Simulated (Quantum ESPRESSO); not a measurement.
# Habitual settings against a tight run: ScAu2 (I4/mmm, 3 atoms in the cell)

Self-consistent single point.

```yaml
crystal:
  lattice:
    - [-1.79531, 1.79531, 4.44599]
    - [1.79531, -1.79531, 4.44599]
    - [1.79531, 1.79531, -4.44599]
  atoms:
    - { symbol: Sc, position: [0.00000, 0.00000, 0.00000] }
    - { symbol: Au, position: [0.66311, 0.66311, 0.00000] }
    - { symbol: Au, position: [0.33689, 0.33689, 0.00000] }
```

Computed with PBEsol, GBRV 1.5 ultrasoft (PBESOL) pseudopotentials (plane waves; Quantum ESPRESSO).

Base settings: ecutwfc = 50 Ry; ecutrho = 400 Ry; occupations = smearing; smearing = marzari-vanderbilt; degauss = 0.0099958 Ry; potentials = {Sc: sc_pbesol_v1.uspp.F.UPF, Au: au_pbesol_v1.uspp.F.UPF}; K_POINTS = automatic 9 9 9 0 0 0; conv_thr = 1e-10 Ry.

Tight run (finer mesh or higher cutoff; not a proven limit): ecutwfc: 50 Ry → 70 Ry; ecutrho: 400 Ry → 560 Ry; conv_thr: 1e-10 Ry → 7.3e-11 Ry; K_POINTS: automatic 9 9 9 0 0 0 → automatic 13 13 13 0 0 0. It gave Fermi level (on the code's own zero) 13.21 eV; pressure -8.37 GPa; largest force (vector length) 0.015 eV/Å.

Quick runs, as changes from the base:
- A: ecutwfc: 50 Ry → 35 Ry; ecutrho: 400 Ry → 280 Ry; K_POINTS: automatic 9 9 9 0 0 0 → automatic 8 8 8 1 1 1
- B: ecutwfc: 50 Ry → 25 Ry; ecutrho: 400 Ry → 200 Ry; smearing: marzari-vanderbilt → fermi-dirac; degauss: 0.0099958 Ry → 0.0147 Ry; pseudopotentials: {Sc: sc_pbesol_v1.uspp.F.UPF, Au: au_pbesol_v1.uspp.F.UPF} → {Sc: sc_lda_v1.uspp.F.UPF, Au: au_lda_v1.uspp.F.UPF}; K_POINTS: automatic 9 9 9 0 0 0 → automatic 8 8 8 0 0 0 [LDA (PZ)]
- C: ecutwfc: 50 Ry → 35 Ry; ecutrho: 400 Ry → 280 Ry; smearing: marzari-vanderbilt → methfessel-paxton; K_POINTS: automatic 9 9 9 0 0 0 → automatic 4 4 4 1 1 1
- D: ecutwfc: 50 Ry → 40 Ry; ecutrho: 400 Ry → 320 Ry; pseudopotentials: {Sc: sc_pbesol_v1.uspp.F.UPF, Au: au_pbesol_v1.uspp.F.UPF} → {Sc: sc_lda_v1.uspp.F.UPF, Au: au_lda_v1.uspp.F.UPF}; K_POINTS: automatic 9 9 9 0 0 0 → automatic 6 6 6 0 0 0 [LDA (PZ)]
- E: ecutwfc: 50 Ry → 30 Ry; ecutrho: 400 Ry → 240 Ry; K_POINTS: automatic 9 9 9 0 0 0 → automatic 6 6 6 1 1 1

Energies are extrapolated to zero smearing width, which holds to low order in the width alone (under cold and Methfessel-Paxton smearing the free energy itself is taken).

Dashes: energy of B, D, another energy zero.

† marks runs with another functional, U, potentials or spin treatment: their distance from the tight run is not a convergence error alone.

The count of work is k-points × plane waves × bands × iterations; it is no time. Core times come from one kind of shared machine and are given to one figure; runs under 30 s give none.

The starting cell comes from a database of computed structures (which also holds hypothetical and non-ambient phases and stackings), without a prior relaxation at this level. Its lattice was rescaled by a random factor within 2.5 % of one. In the base run, with a pressure of about -8 GPa the cell is away from its equilibrium volume at this level.

| run | energy less tight (meV/atom) | pressure less tight (GPa) | largest miss in a force vector (eV/Å) | count of work / tight | core time / tight (rough) |
|---|---|---|---|---|---|
| A | 7.5 | -0.04 | 0.004 | 0.080 | 0.06 |
| B† | – | -4.23 | 0.019 | 0.056 | 0.04 |
| C | -9.1 | -0.49 | 0.038 | 0.016 | 0.03 |
| D† | – | -3.49 | 0.008 | 0.076 | 0.06 |
| E | 20.2 | 0.19 | 0.008 | 0.037 | 0.03 |

Among the runs at the tight run's level, the energy misses run from 7.5 to 20.2 meV/atom.
